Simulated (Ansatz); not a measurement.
An ideal cubic perovskite cell is held by its symmetry; such compounds can tilt or shift off centre at room temperature.

Crystal: CsPbCl3 (Pm-3m, cubic perovskite, 5 atoms a cell, 36.4 Å³ an atom); planes in its conventional cell.

Calculation: r2SCAN (plane waves, PAW; Ansatz, a program for electronic structure).

No gap correction and no spin-orbit coupling; mid-gap values are interpolated between computed energies.

| plane | area of the cell (Å²) | mid-gap κ (1/Å) | largest κ in the gap (1/Å) |
|---|---|---|---|
| (001) | 32.1 | 0.15 | 0.15 |
| (110) | 45.4 | ? | ? |
| (111) | 55.6 | ? | ? |

Task: The slowest decay depends on the direction. Supply the withheld values.

Result: 
- (110), mid-gap κ (1/Å): 0.17
- (110), largest κ in the gap (1/Å): 0.17
- (111), mid-gap κ (1/Å): 0.18
- (111), largest κ in the gap (1/Å): 0.18
